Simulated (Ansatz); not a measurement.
The reference is CdS in the zinc blende structure (space group F-43m, No. 216; a = 5.7566 Å). Axes: x, y, z lie along the cube axes.

Perturbation: uniaxial strain ε_zz = −1.00 %, all other strain components held at zero; the atoms relax in the strained cell.

All numbers come from DFT with LDA, PAW potentials and a 420 eV plane-wave cutoff in Ansatz (an electronic-structure program), no spin-orbit coupling.

Give the band edges at the high-symmetry points of the new zone, measured from its valence-band maximum.


```csv
point,valence edge (eV),conduction edge (eV)
Γ,0.00,0.95
X,-2.10,3.22
P,-2.44,5.23
N,-0.84,2.81
M,-2.15,3.18
S,-1.77,3.92
S₀,-1.77,3.92
R,-2.45,5.18
G,-2.45,5.18
```

The gap is 0.95 eV, direct at Γ.

Semilocal Kohn–Sham gaps tend to fall short of experiment. Stability against distortions was not tested. k-point labels follow each cell's own Brillouin zone.
